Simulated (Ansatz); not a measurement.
Consider the following.

```xyz
4
Lattice="3.8451 0.0000 0.0000 -1.9226 3.3300 0.0000 0.0000 0.0000 6.5075" Properties=species:S:1:pos:R:3 pbc="T T T"
Zn     1.9226     1.1100     6.4924
Zn     0.0000     2.2200     3.2387
S      1.9226     1.1100     4.0836
S      0.0000     2.2200     0.8298
```

No spin polarisation.

The values are results of PBE in Ansatz (plane waves to 420 eV, PAW, spin-orbit coupling left out), earlier PAW set, not measurements. k-mesh 10×10×5 (Γ-centred); smearing 0.05 eV (Fermi–Dirac).

Question: What stress (xx, yy, zz, yz, xz, xy; compression positive) does the calculation give?

Answer: (-1.07, -1.07, -4.04, 0.00, 0.00, 0.00) GPa.

Question: What band gap does the calculation give?

Answer: 1.84 eV.

The cells carry an imposed strain or load. Stability against distortions was not tested. The cell was made from ZnS in the wurtzite structure (space group P6_3mc, No. 186) by this change: uniaxial strain ε_zz = +3.20 %.

Ansatz is a quantum-chemistry and plane-wave program.
